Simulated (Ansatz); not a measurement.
A working Ansatz (a quantum-chemistry and plane-wave program) input for BaBi3 (Pm-3m, 4 atoms in the cell) (DFT, PBEsol, plane waves, default PAW files made with PBE):

Ansatz 0.2 input:
```yaml
# BaBi3
crystal:
  lattice:
    - [5.25650900, 0.00000000, 0.00000000]
    - [0.00000000, 5.25650900, 0.00000000]
    - [0.00000000, 0.00000000, 5.25650900]
  atoms:
    - { symbol: Ba, position: [0.00000000, 0.00000000, 0.00000000] }
    - { symbol: Bi, position: [0.00000000, 0.50000000, 0.50000000] }
    - { symbol: Bi, position: [0.50000000, 0.00000000, 0.50000000] }
    - { symbol: Bi, position: [0.50000000, 0.50000000, 0.00000000] }
kpoints:
  mp_grid: { grid: [4, 4, 4] }
hamiltonian:
  xc: pbesol
  pseudopotentials: { kind: paw }
scf:
  occupations: { method: cold, width: 0.1 eV }
output:
  forces: true
  eigenvalues: true
  stress: true
```

The run converged in 7 iterations: free energy E − TS (on the zero of these files) -42590.6826 eV; Fermi level (on the code's own zero) 9.55 eV; pressure -4.14 GPa. Each of these slips is then made, one at a time:

(1)
```diff
-  mp_grid: { grid: [4, 4, 4] }
+  mp_grid: { grid: [4, 4, 4], shift: [1, 1, 1] }
```

(2)
```diff
-  mp_grid: { grid: [4, 4, 4] }
+  mp_grid: { grid: [1, 1, 1] }
```

(3)
```diff
+  convergence: { dr2_threshold: 1.0e+00 eV }
```

Question: What happens in each case?

Answer: 
(1) A mesh shift typed as a flag of 1. The program stopped before any SCF iteration.
```
Error: invalid value for `kpoints.mp_grid.shift`: each number counts steps of the mesh from Γ, half a step is 0.5 and a whole step moves no point: type 0.5 for a flag of 1, and leave whole steps out of any other number: each must be finite and in (-1, 1); got [1, 1, 1]
```

(2) A single k-point for a small metallic cell. The run converged in 7 iterations without an error; against the sound input the free energy goes up by 1.58 eV/atom and the pressure goes from -4.14 to 1.99 GPa.

(3) A convergence threshold that is too loose. The run converged in 2 iterations, and against the sound input the free energy stays essentially unchanged (within 1 meV/atom) and the pressure hardly changes (-4.14 to -4.13 GPa).

The starting cell comes from a database of computed structures (which also holds hypothetical and non-ambient phases and stackings), without a prior relaxation at this level. Its lattice was rescaled by a random factor within 2.5 % of one. In the base run, with a pressure of about -4 GPa the cell is away from its equilibrium volume at this level. Ansatz's pressure includes its estimate of the finite-basis (Pulay) stress.

Left out of this page: 4 runs of the series outside the window shown, repeating another row's setting, or not comparable.
